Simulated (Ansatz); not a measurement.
**Response to strain in Pd**

Base system: Pd in the fcc (Cu type) structure (space group Fm-3m, No. 225; a = 3.878 Å; relaxed with 0.1 eV smearing). Axes: x, y, z lie along the cube axes.

Strains are applied to the cell and any free atomic positions relax; under biaxial strain the out-of-plane vector relaxes too.

The values are results of Kohn–Sham DFT with the PBEsol functional, run in Ansatz (an electronic-structure program) with PAW and 420 eV plane waves, scalar-relativistic without spin-orbit coupling, not measurements.

```csv
"biaxial strain, plane normal [111], relaxed out of plane (%)",out-of-plane strain (%)
0,0.00
0.42,-0.38
0.83,-0.75
1.25,?
1.67,-1.49
2.08,-1.84
2.5,-2.21
```

Question: Fit ε⊥ = −νε + γε² (strains in %) to the rows shown and predict the withheld row.

Answer: Least squares on the printed values gives ν = 0.91 (the biaxial Poisson response) and γ = 0.011 (largest residual 0.01 %); this predicts -1.12 %, and the run gives -1.12 %, in agreement.

No phonon test of stability was made. The final runs are not spin-polarised. Pd lies near a magnetic instability that expansion can trigger; it was not tested.
